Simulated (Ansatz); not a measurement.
Cost and result by functional for the surface energy of the (31-41) surface of hcp Re in its 1x1 cell, outermost plane spacing 0.11 Å in the ideal cut, in Ansatz (plane waves, PAW). Single points on the PBE structure, on one kind of machine; costs are rough ratios of the slab run's core time (references not counted) to the cheapest single point. r2SCAN's cost holds its higher cutoff (500 against 420 eV). Differences are taken against r2SCAN for comparison alone: no measured value is at hand, so the table doesn't rank accuracy.

Set-up: 32 atoms, 10.0 Å thick at the start (thin: gaps and levels are the slab's own); mesh 7x5x1; 0.1 eV smearing; dipole correction on; all atoms relaxed; held to the start's symmetry, so lower structures may exist; no spin, no spin-orbit, no U. These notes are the PBE run's.

```csv
functional,relative cost,surface energy (J/m²),less r2SCAN (J/m²)
RPBE,1,3.04,-0.40
PBEsol,1,3.66,0.22
LDA,1,3.77,0.33
r2SCAN,2,3.44,0.00
PBE (the relaxed run's value),–,3.25,-0.19
```

The values span 0.73 J/m², while the single points' costs differ by a factor of roughly 2. Differences are of unrounded values.

Ansatz is a first-principles code.
